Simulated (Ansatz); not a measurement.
Input:

```xyz
2
Lattice="3.8581 0.0000 0.0000 0.0000 3.8581 0.0000 1.9290 -1.9290 2.6792" Properties=species:S:1:pos:R:3 pbc="T T T"
Si     0.0000     0.0000     0.0000
Si     3.8581     1.9290     1.3396
```

No spin polarisation.

All numbers come from LDA (Ansatz, a quantum-chemistry and plane-wave program), no SOC. Γ-centred 11×11×11 mesh, Fermi–Dirac width 0.05 eV.

**Question.** Predict the valence-band top at Γ and in-plane stress.

**Answer.** The valence-band top at Γ (three highest levels, from the VBM) is 0.00, -0.12, -0.12 eV and the mean in-plane stress (compression positive) is -1.7 GPa.

The levels and masses belong to the bands next to the band gap. The cells carry an imposed strain or load. No phonon test of stability was made. The cell was made from Si in the diamond structure (space group Fd-3m, No. 227) by this change: biaxial strain +1.00 %, plane normal [001], relaxed out of plane.
